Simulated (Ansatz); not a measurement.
Defect migration in bcc Nb: W-vacancy pair (W on one host Nb site, one Nb site vacant), neutral cell. All values below come from PBE, PAW (plane waves to 420 eV; Ansatz, an electronic-structure program).

Cell of 36 host sites held at the relaxed PBE lattice; a 2×2×3 k-point mesh shifted by half a step; Fermi-Dirac width 0.10 eV, spin-restricted; finite-size errors left in. Energies are static. Spin-orbit coupling is left out. Forms of the defect that were not tried may lie lower. The start lies 0.34 eV above the lowest site run (PBE).

Barriers: single points on a 3×3×4 k-point mesh shifted by half a step at the bands' geometries (they differ from the bands' own by up to 0.15 eV, and are uncertain by about as much).

The step: direct exchange of W with the vacancy (W-vacancy distance between ideal sites 2.87 Å throughout). Atoms about the jump, Cartesian Å from the middle of the jump, before and after:

| atom | x0 | y0 | z0 | x1 | y1 | z1 |
|---|---|---|---|---|---|---|
| W1 | -0.85 | -0.85 | -0.87 | 0.85 | 0.85 | 0.87 |
| Nb2 | 2.40 | -0.74 | -0.77 | 2.45 | -0.78 | -0.79 |
| Nb3 | -0.75 | 2.41 | -0.78 | -0.78 | 2.46 | -0.79 |
| Nb4 | -2.46 | 0.78 | 0.79 | -2.41 | 0.75 | 0.78 |
| Nb5 | 0.78 | -2.45 | 0.79 | 0.74 | -2.40 | 0.77 |
| Nb6 | -0.76 | -0.76 | 2.41 | -0.82 | -0.82 | 2.42 |
| Nb7 | 0.82 | 0.82 | -2.42 | 0.76 | 0.76 | -2.41 |
| Nb8 | 2.47 | 2.48 | -0.76 | 2.47 | 2.48 | -0.78 |
| Nb9 | -2.48 | -2.47 | 0.78 | -2.48 | -2.47 | 0.76 |
| Nb10 | -0.75 | 2.43 | 2.48 | -0.79 | 2.43 | 2.49 |
| Nb11 | 2.43 | -0.74 | 2.49 | 2.43 | -0.78 | 2.48 |
| Nb12 | -2.43 | 0.79 | -2.49 | -2.43 | 0.75 | -2.48 |
| Nb13 | 0.78 | -2.43 | -2.48 | 0.74 | -2.43 | -2.49 |

Q: Where do these atoms stand at the saddle point, and how high is it?

A: 
```
atom      x      y      z
----  -----  -----  -----
W1     0.00   0.01  -0.01
Nb2    2.51  -0.83  -0.87
Nb3   -0.84   2.51  -0.87
Nb4   -2.52   0.83   0.85
Nb5    0.83  -2.51   0.85
Nb6   -0.81  -0.81   2.54
Nb7    0.81   0.81  -2.56
Nb8    2.38   2.38  -0.92
Nb9   -2.39  -2.38   0.90
Nb10  -0.85   2.46   2.41
Nb11   2.45  -0.85   2.41
Nb12  -2.46   0.85  -2.43
Nb13   0.85  -2.46  -2.43
```
It lies 1.18 eV above the start and 1.18 eV above the end. The saddle point's order was not checked, and it lies on a symmetry element of the cell, where a band can be held.
